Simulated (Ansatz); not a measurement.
Consider a 15-atom supercell of WSi2 (space group I4/mmm, No. 139; a = 3.2292 Å, c = 7.8672 Å) at its relaxed geometry.

(Cell as relaxed with PBE.)

Levels (all Ansatz, a quantum-chemistry and plane-wave program, PAW): PBE (420 eV, no spin-orbit coupling); PBEsol (420 eV, no spin-orbit coupling).

Each level relaxes its own structure.

One thing is altered: one W atom is removed, atoms relaxed at fixed cell, starting from a slightly rattled geometry.

| quantity | PBE | PBEsol |
|---|---|---|
| largest displacement of a host atom from its site in the perfect cell | 0.09 Å | (withheld) |
| pressure | -3.0 GPa | (withheld) |

Task: Predict the PBEsol column.

Result: 
- largest displacement of a host atom from its site in the perfect cell, PBEsol: 0.09 Å
- pressure, PBEsol: -3.3 GPa

PBE's pressure lies 0.3 GPa above PBEsol's; the two agree on the largest displacement of a host atom from its site in the perfect cell. Neither level is exact; PBEsol is the comparison here, not a measurement.

The cell is small, so the values are those of an ordered compound at a high defect concentration; dilute-limit values will differ. All final runs are without spin polarisation.
